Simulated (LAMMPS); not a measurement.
Simulation of a melt of Al (fcc) with 10 % of Al sites Cu, 864 atoms, cooled from 1370 K to 300 K at 1e+14 K/s, at zero pressure.

Computed with classical MD, pair style adp, file AlCu.adp; code LAMMPS.

```yaml
state_found: glass
density: 3.08 g/cm³ (one sample)
volume_per_atom: 16.5 Å³ (one sample)
enthalpy_per_atom: -3.288 eV (one sample)
first peak of g(r), Al-Cu: 2.47 Å, height 7.4
coordination number of Al by Cu: 0.98 (counted to 3.14 Å)
coordination number of Cu by Al: 8.8 (counted to 3.14 Å)
first peak of g(r), Al-Al: 2.79 Å, height 3.9
coordination number of Al by Al: 12.0 (counted to 3.74 Å)
first peak of g(r), Cu-Cu: 2.63 Å, height 3.3
coordination number of Cu by Cu: 0.94 (counted to 3.26 Å)
most common Al-Al-Al angle: in the 3° bin centred on 58.5° (mean of all 96°)
most common Al-Al-Cu angle: in the 3° bin centred on 55.5° (mean of all 94°)
most common Al-Cu-Al angle: in the 3° bin centred on 67.5° (mean of all 99°)
mean_frequency_of_the_velocity_spectrum: 6.5 THz
glass transition from the energy curve (two-line fit): about 750 K
glass transition from the volume curve (two-line fit): about 810 K
energy above the random crystal at 0 K: 0.037 eV/atom
cost: very roughly 12 core-minutes
```

Potential: file AlCu.adp of the LAMMPS distribution; its header cites Apostol and Mishin, Phys Rev B 83, 054116 (2011).
